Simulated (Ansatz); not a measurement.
Defect: interstitial O in rock-salt ZrN, neutral cell. These are PBE, PAW (plane waves to 420 eV; Ansatz, a program for electronic structure) values and carry that method's errors.

64-site cell at the relaxed PBE lattice, a 2×2×2 k-point mesh shifted by half a step, smearing 0.10 eV, spin-restricted, no finite-size correction. Energies are static. Sites that were not tried may lie lower.

Barriers: single points on a 3×3×3 k-point mesh shifted by half a step at the bands' geometries (they differ from the bands' own by up to 0.39 eV, and are uncertain by about as much).

Relaxed starting cell (atoms counted from 1):

```
CELL_PARAMETERS angstrom
      9.18939     0.00000     0.00000
      0.00000     9.18939     0.00000
      0.00000     0.00000     9.18939
ATOMIC_POSITIONS crystal
  Zr 0.99672 0.99738 0.99722
  Zr 0.99984 0.00056 0.50337
  Zr 0.99985 0.50355 0.00033
  Zr 0.99838 0.49918 0.49906
  Zr 0.50289 0.00056 0.00033
  Zr 0.49857 0.99902 0.49906
  Zr 0.49857 0.49918 0.99887
  Zr 0.50184 0.50252 0.50232
  N  0.26987 0.98039 0.98023
  N  0.24959 0.00068 0.49671
  N  0.24960 0.49688 0.00051
  N  0.24951 0.50161 0.50143
  N  0.75340 0.00068 0.00052
  N  0.74867 0.00077 0.50144
  N  0.74867 0.50161 0.00059
  N  0.74888 0.50139 0.50122
  Zr 0.99672 0.25354 0.25339
  Zr 0.99986 0.25043 0.74721
  Zr 0.99985 0.74740 0.25021
  Zr 0.99837 0.75170 0.75158
  Zr 0.50289 0.25043 0.25021
  Zr 0.49857 0.25189 0.75157
  Zr 0.49857 0.75170 0.25174
  Zr 0.50185 0.74845 0.74824
  N  0.26987 0.27053 0.27037
  N  0.24960 0.25025 0.75389
  N  0.24959 0.75405 0.25008
  N  0.24951 0.74932 0.74916
  N  0.75340 0.25025 0.25009
  N  0.74867 0.25018 0.74915
  N  0.74867 0.74932 0.24999
  N  0.74888 0.74954 0.74937
  Zr 0.25292 0.99735 0.25342
  Zr 0.24979 0.00049 0.74720
  Zr 0.24980 0.50356 0.25028
  Zr 0.25124 0.49924 0.75152
  Zr 0.74672 0.00048 0.25028
  Zr 0.75103 0.99902 0.75152
  Zr 0.75103 0.49924 0.25174
  Zr 0.74777 0.50253 0.74824
  N  0.97976 0.98042 0.27034
  N  0.00003 0.00068 0.75389
  N  0.00003 0.49687 0.25008
  N  0.00010 0.50161 0.74915
  N  0.49622 0.00069 0.25007
  N  0.50095 0.00077 0.74916
  N  0.50095 0.50160 0.24999
  N  0.50073 0.50139 0.74937
  Zr 0.25292 0.25357 0.99719
  Zr 0.24973 0.25043 0.50338
  Zr 0.24973 0.74738 0.00033
  Zr 0.25126 0.75170 0.49906
  Zr 0.74671 0.25043 0.00034
  Zr 0.75108 0.25191 0.49906
  Zr 0.75109 0.75170 0.99885
  Zr 0.74776 0.74843 0.50234
  N  0.97977 0.27049 0.98027
  N  0.00002 0.25025 0.49671
  N  0.00002 0.75405 0.00052
  N  0.00011 0.74932 0.50144
  N  0.49622 0.25025 0.00051
  N  0.50096 0.25017 0.50144
  N  0.50096 0.74932 0.00059
  N  0.50073 0.74954 0.50122
  O  0.12487 0.12545 0.12531
```

End state 1 differs by these moves (Å; atoms that move under 0.08 Å are left out):

| atom | element | Δx | Δy | Δz |
|---|---|---|---|---|
| 9 | N | -0.37 | 0.00 | 0.00 |
| 25 | N | -0.37 | 0.00 | 0.00 |
| 41 | N | 0.22 | 0.19 | -0.19 |
| 45 | N | 0.22 | -0.19 | 0.19 |
| 57 | N | 0.22 | -0.19 | 0.19 |
| 61 | N | 0.22 | 0.19 | -0.19 |
| 65 | O | 2.30 | 0.00 | 0.00 |

Problem. What is the computed forward and backward barriers to end state 1 (PBE, PAW)?

Solution. forward 2.67 eV, backward 2.67 eV; at the saddle point atom 65 has neighbours N at 2.09, N at 2.38; 2 Zr at 1.95, 2 Zr at 2.31 Å. The saddle point's order was not checked, and it lies on a symmetry element of the cell, where a band can be held.
